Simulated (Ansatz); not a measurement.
Base system: HfO₂ (space group Pca2_1, No. 29).

```xyz
12
Lattice="5.2472 0.0000 0.0000 0.0000 5.0306 0.0000 0.0000 0.0000 5.0598" Properties=species:S:1:pos:R:3 pbc="T T T"
Hf     0.1703     1.3432     1.2577
Hf     5.0768     3.6874     3.7877
Hf     2.7939     3.6874     1.2577
Hf     2.4533     1.3432     3.7877
O      1.9260     0.3521     0.5510
O      3.3212     4.6785     3.0809
O      4.5496     4.6785     0.5510
O      0.6976     0.3521     3.0809
O      1.2179     2.7109     5.0524
O      4.0293     2.3197     2.5225
O      3.8415     2.3197     5.0524
O      1.4057     2.7109     2.5225
```

Cartesian axes are those of the cell as printed.

All numbers come from Ansatz (a program for electronic structure) r2SCAN, spin-orbit coupling left out, earlier PAW set.

Strains are applied to the cell and any free atomic positions relax; under biaxial strain the out-of-plane vector relaxes too.

One change was made to it. Results:

```tsv
quantity	base	after
energy relative to the base (free energy F)	0 meV/atom	+13 meV/atom
pressure (mean of the normal stresses, compression positive)	0.0 kbar	-56.6 kbar
```

Question: Name the change that was made.
A) biaxial strain +2.05 %, plane normal [001], relaxed out of plane
B) uniaxial strain ε_zz = +4.83 %
C) uniaxial strain ε_zz = −5.99 %

Answer: A, biaxial strain +2.05 %, plane normal [001], relaxed out of plane. For comparison, the energy relative to the base in the other runs: uniaxial strain ε_zz = +4.83 % gives +32 meV/atom; uniaxial strain ε_zz = −5.99 % gives +49 meV/atom.

Stability against distortions was not tested. This is not the structure that HfO2 has at room temperature and ambient pressure.
